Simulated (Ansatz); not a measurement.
ScSi (Pm-3m): band-structure transport figures

Data:

```
ScSi
1.0
    3.28510     0.00000     0.00000
    0.00000     3.28510     0.00000
    0.00000     0.00000     3.28510
Sc Si
1 1
Direct
  0.00000   0.00000   0.00000
  0.50000   0.50000   0.50000
```

These are PBEsol, rigid bands (plane waves, PAW, scalar-relativistic; Ansatz, a program for electronic structure) values and carry that method's errors. Geometry: cell and atoms relaxed with PBEsol.

```yaml
density of states at the Fermi level: 2.49 states/(eV·cell), both spins
bare Sommerfeld coefficient: 2.9 mJ/(mol of atoms·K²)
drude_plasma_energy: 5.6 eV
root-mean-square Fermi velocity: 4.1e5 m/s
resistivity times τ: 15.5 ×10⁻²² Ω·m·s
```

A metal at this level (no band gap); rigid bands, thermally averaged at 300 K, both spins. Spin-orbit coupling is left out. τ is one relaxation time for all states.

Computed structure with no diffraction record at hand here (it may be known, metastable or hypothetical): ScSi (Pm-3m).
